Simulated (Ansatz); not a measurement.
Functionals compared on the (111) surface of rutile-type MgF2 in its 1x1 cell (cut with top plane Mg, bottom plane Mg), relaxed from an ideal cut (the real face may reconstruct), outermost plane spacing 0.89 Å in the ideal cut (one of several cuts of this face), with 1 Mg a cell over the bulk's ratio, in Ansatz (plane waves, PAW). The structure was relaxed with PBE; the other rows are single points on it, each with its references at the same level. Cutoff 420 eV (500 eV for r2SCAN).

Model: 31-atom slab, F20Mg11, 11.3 Å thick at the start, 5x5x1 mesh, Fermi-Dirac 0.025 eV, dipole correction, all atoms relaxed; start symmetry kept, larger cells not searched; no spin (no spin-polarised run to compare, though such a face may carry moments), no spin-orbit, no U. The slab shows no gap on its mesh. These notes are the PBE run's.

A dash marks a value that is undefined for that row or was read on another mesh.

```json
[
 {"functional": "PBE", "work function of the top face (eV)": "3.69", "ionisation potential (eV)": "9.55", "rough cost of the single point": "–"},
 {"functional": "LDA", "work function of the top face (eV)": "3.79", "ionisation potential (eV)": "–", "rough cost of the single point": "around 2.9 core-minutes (rough)"},
 {"functional": "PBEsol", "work function of the top face (eV)": "3.68", "ionisation potential (eV)": "9.50", "rough cost of the single point": "very roughly 2.8 core-minutes"},
 {"functional": "RPBE", "work function of the top face (eV)": "…", "ionisation potential (eV)": "–", "rough cost of the single point": "around 2.7 core-minutes (rough)"},
 {"functional": "r2SCAN", "work function of the top face (eV)": "3.80", "ionisation potential (eV)": "10.36", "rough cost of the single point": "around 5 core-minutes (rough)"}
]
```

### Question
What belongs in the gaps?

### Answer

- RPBE, work function of the top face (eV): 3.64

Ansatz is a first-principles code.
